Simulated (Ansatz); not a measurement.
## Convergence study of the k-point mesh for In2Se3 (P1, 5 atoms in the cell)

```xyz
5
Lattice="3.9635 0.0000 0.0000 1.9801 3.4337 0.0000 0.0164 0.0283 9.8345" Properties=species:S:1:pos:R:3 pbc="T T T"
In     1.9954     1.1703     8.0196
In     3.9646     2.2916     1.8649
Se     0.0000     0.0000     0.0000
Se     1.9827     1.1463     3.1829
Se     3.9773     2.3156     6.6516
```

Method of the run: PBEsol, default PAW files made with PBE (plane waves; Ansatz, a program for electronic structure).

Base settings: basis.ecutwfc = 420 eV; kpoints.mp_grid.grid = 6 6 2; hamiltonian.xc = pbesol; hamiltonian.pseudopotentials = {kind: paw} (the program's default PAW files); scf.occupations.method = gaussian; scf.occupations.width = 0.2 eV.

The second cell is the first with its lattice scaled by 0.98.

Only quantities that move along the ladder and can be compared are tabulated.

The count of work is k-points × plane waves × bands × iterations; it is no time. 

The starting cell comes from a database of computed structures (which also holds hypothetical and non-ambient phases and stackings), without a prior relaxation at this level. Its lattice was rescaled by up to half a per cent. One atom was moved a little off its site on purpose. Ansatz's pressure includes its estimate of the finite-basis (Pulay) stress. A gap is left out here, as mesh or smearing make it unsure.

```csv
kpoints.mp_grid.grid,free energy less the last step's (meV/atom),energy of the compressed cell less the first (meV/atom),pressure (GPa),largest difference of a force vector from the last step's (eV/Å),count of work / last
2 2 1,533.01,55.35,3.53,0.514,0.0066
3 3 1,138.40,24.53,0.49,0.187,0.0066
4 4 2,29.63,16.24,-0.31,0.107,0.020
5 5 2,10.41,14.02,-0.53,0.016,0.026
6 6 2,2.81,13.11,-0.61,0.045,0.039
7 7 3,1.45,13.01,-0.62,0.015,0.073
8 8 3,0.38,12.85,-0.64,0.013,0.097
9 9 4,0.20,12.84,-0.64,0.010,0.16
10 10 4,0.05,12.81,-0.64,0.005,0.20
11 11 4,-0.01,12.80,-0.64,0.005,0.24
12 12 5,-0.01,12.81,-0.64,0.003,0.36
14 14 5,-0.01,12.80,-0.64,0.001,0.57
15 15 6,-0.01,12.80,-0.64,0.000,0.78
17 17 6,0.00,12.80,-0.64,0.000,1.0
```

Coarsest kpoints.mp_grid.grid that holds the pressure within 0.05 GPa of the last step, with all finer ones: 6 6 2, at 0.039 of the last step's count of work; the step before is off by 0.11 GPa.

Coarsest kpoints.mp_grid.grid that holds the energy of the compressed cell less the first within 1 meV/atom of the last step, with all finer ones: 6 6 2, at 0.039 of the last step's count of work; the step before is off by 1.2 meV/atom.

Coarsest kpoints.mp_grid.grid that holds the free energy within 0.5 meV/atom of the last step, with all finer ones: 8 8 3, at 0.097 of the last step's count of work; the step before is off by 1.4 meV/atom.

The energy difference between the two cells stays within 1 meV/atom of the last step's from 6 6 2 on, the total only from 8 8 3 on: much of the error is common to both cells and cancels.

Left out of this page: 2 runs of the series stopped by limits of time or memory.

Keys are those of Ansatz 0.2.
